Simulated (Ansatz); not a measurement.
Given:

```
GaP
1.0
    3.86486     0.00000     0.00000
    0.00000     3.86486     0.00000
    1.93243    -1.93243     2.70708
Ga P
1 1
Cartesian
  0.00000   0.00000   0.00000
  3.86486   1.93243   1.35354
```

No spin polarisation.

Level of theory: PBEsol (Ansatz, a first-principles code), no SOC. Settings: 11×11×11 k-points, 0.05 eV Fermi–Dirac smearing.

**Question.** What is the computed band gap?

**Answer.** 1.38 eV.

**Question.** Predict the valence-band top at Γ (three highest levels, from the VBM).

**Answer.** 0.00, -0.05, -0.05 eV.

**Question.** Estimate the smallest direct gap.

**Answer.** 1.72 eV.

**Question.** Estimate the hole mass.

**Answer.** 0.10 mₑ out of plane, 0.36 mₑ in plane (at Γ).

The cells carry an imposed strain or load. Effective masses come from finite differences of ±0.01 Å⁻¹. Stability against distortions was not tested. The cell was made from GaP in the zinc blende structure (space group F-43m, No. 216) by this change: biaxial strain +0.50 %, plane normal [001], relaxed out of plane.
